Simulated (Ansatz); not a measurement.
Response to strain in MgO

The parent structure is MgO in the rock salt structure (space group Fm-3m, No. 225).

```xyz
2
Lattice="0.0000 2.1070 2.1070 2.1070 0.0000 2.1070 2.1070 2.1070 0.0000" Properties=species:S:1:pos:R:3 pbc="T T T"
Mg     0.0000     0.0000     0.0000
O      2.1070     2.1070     2.1070
```

Cartesian axes are those of the cell as printed.

Strains are applied to the cell and any free atomic positions relax; under biaxial strain the out-of-plane vector relaxes too.

Calculations: DFT with PBEsol, PAW potentials and a 420 eV plane-wave cutoff in Ansatz (a first-principles code), scalar-relativistic without spin-orbit coupling.

Notes on the quantities. energy relative to the base: free energy F.

| biaxial strain, plane normal [111], relaxed out of plane (%) | energy relative to the base (meV/atom) |
|---|---|
| -2.5 | 15.1 |
| -2.08 | ? |
| -1.67 | 6.6 |
| -1.25 | 3.7 |
| -0.83 | 1.6 |
| -0.42 | 0.4 |
| 0 | 0.0 |

Fit ΔE = Aε² + Bε³ (ε in %) to the rows shown and predict the withheld row.

Least squares on the printed values gives A = 2.29 and B = -0.051 meV/atom (largest residual 0.0 meV/atom); this predicts 10.4 meV/atom, and the run gives 10.4 meV/atom, in agreement.

Whether these cells are dynamically stable was not tested.
